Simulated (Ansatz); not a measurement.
The starting structures come from a database of crystals and need not be the phases stable at ambient conditions.

Given:

```yaml
crystal:
  lattice:
    - [4.57074, 0.00000, 0.00000]
    - [-2.28537, 3.95838, 0.00000]
    - [2.28537, -1.31946, 3.73199]
  atoms:
    - { symbol: Mg, position: [0.00000, 0.00000, 0.00000] }
    - { symbol: Te, position: [0.75000, 0.25000, 0.75000] }
```

Space group of this cell: F-43m, zinc blende. The cell is taken as given.

The numbers are results of PBEsol (plane waves, PAW; Ansatz, a quantum-chemistry and plane-wave program), not measurements.

The current runs along the normal of the first two printed vectors; no spin-orbit coupling. Scaled by the factor s: the length along the current (ions clamped). Meshes 8×8×8 and 12×12 across the current in all rows.

```tsv
s	mean pressure (GPa)	band gap (eV)
0.97	0.8	?
1.00	-0.4	2.30
1.03	-1.3	2.13
```

Take the slope of the band gap against ln s from the two given rows, extrapolate to s = 0.97, and say what the run there gives.

Slope = (2.13 − 2.30) / ln 1.03 = -5.75 eV. The line gives 2.30 + (-5.75) × ln 0.97 = 2.48 eV. The run gives 2.36 eV, 0.12 eV under the line, 66 % of the predicted step.
